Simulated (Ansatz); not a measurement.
Take HgS in the zinc blende structure (space group F-43m, No. 216; a = 5.8759 Å) as the base.

Calculations: DFT with PBEsol, PAW potentials and a 420 eV plane-wave cutoff in Ansatz (a program for electronic structure), scalar-relativistic without spin-orbit coupling.

For the base:

| Property | Result |
|---|---|
| Pressure | 0.0 GPa |
| Band gap | zero |

Now apply this change: the cell is scaled by 0.9585 in all directions; the atoms relax in the strained cell.

What does the calculation give for the pressure after the change?

The pressure goes from zero to 10.5 GPa.

How does this affect the energy relative to the base?

The energy rises by 87 meV/atom.

Estimate the effect on the band gap.

The band gap stays zero.

The mesh was chosen for an insulator and is coarse for the gapless case. With Hg present, leaving out spin-orbit coupling can change the band edges. Stability against distortions was not tested. All final runs are without spin polarisation. A zero or small gap of HgS can be the functional's error rather than a property of the material.
